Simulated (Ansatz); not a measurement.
# What uniaxial strain ε_xx = +1.20 % does to ZnO

The parent structure is ZnO in the wurtzite structure (space group P6_3mc, No. 186; a = 3.187 Å, c = 5.153 Å). Axes: x lies along a and z along c of the hexagonal cell.

Perturbation: the cell is stretched by 1.20 % along x with no lateral relaxation; the atoms relax in the strained cell.

The values are results of LDA (Ansatz, a program for electronic structure), no SOC, not measurements. Settings: 12×12×7 k-points, 0.05 eV Fermi–Dirac smearing.

| quantity | base | changed | shift |
|---|---|---|---|
| volume per atom | 11.33 Å³ | 11.47 Å³ | +0.14 Å³ |
| space group | P6_3mc (No. 186) | Cmc2_1 (No. 36) | – |
| shortest interatomic distance | 194.4 pm | 195.2 pm | +0.8 pm |
| energy relative to the base (free energy F) | 0 meV/atom | +1.1 meV/atom | +1.1 meV/atom |
| band gap | 0.80 eV | 0.78 eV | -0.025 eV |
| gap character | direct at Γ | direct at Γ | – |
| electron mass | 0.15 mₑ (at Γ) | 0.15 mₑ (at Γ) | – |
| valence-band top at Γ (three highest levels, from the VBM) | 0.00, 0.00, -0.11 eV | 0.00, -0.03, -0.11 eV | – |
| stress (xx, yy, zz, yz, xz, xy; compression positive) | – | (-2.62, -1.61, -1.43, 0.00, 0.00, 0.00) GPa | – |

Cost of the whole job for the changed cell (relaxation, final SCF and bands): about 90 core-seconds (a rough figure).

Masses are band curvatures over ±0.01 Å⁻¹ around the edge. No phonon test of stability was made. k-point labels follow each cell's own Brillouin zone.
